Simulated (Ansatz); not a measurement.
Take TaAgO$_{3}$ in the cubic perovskite structure (space group Pm-3m, No. 221; a = 3.9514 Å; a cell from a computed database, its experimental status unchecked) as the base. Axes: x, y, z lie along the cube axes.

It is then changed as follows: uniaxial strain ε_xx = +3.84 %, all other strain components held at zero; the atoms relax in the strained cell.

Levels (all Ansatz, a quantum-chemistry and plane-wave program, PAW): PBEsol (420 eV, no spin-orbit coupling); r2SCAN (500 eV, no spin-orbit coupling); HSE06 (420 eV, spin-orbit coupling left out).

One geometry, relaxed with PBEsol, under each level:

```tsv
level	band gap	lowest conduction level above the VBM at special points	pressure
PBEsol	1.54 eV	Γ 1.54 eV; X 1.96 eV; Z 1.97 eV; A 3.30 eV	-7.18 GPa
r2SCAN	2.28 eV	Γ 2.28 eV; X 2.41 eV; Z 2.43 eV; A 4.13 eV	-6.43 GPa
HSE06	3.35 eV	Γ 3.35 eV; X 3.40 eV; Z 3.40 eV	–
```

Single points use the geometry relaxed with PBEsol. Their cutoffs differ, which shifts pressures a little. HSE06 was sampled on its mesh, a few special points and the semilocal edge points, so its gap is an upper bound. With Ta present, leaving out spin-orbit coupling can change the band edges. No phonon test of stability was made. Many cubic perovskites are stable only at high temperature; tilts and polar distortions were not tested. Labels are those of the standard path for the cell's own space group.
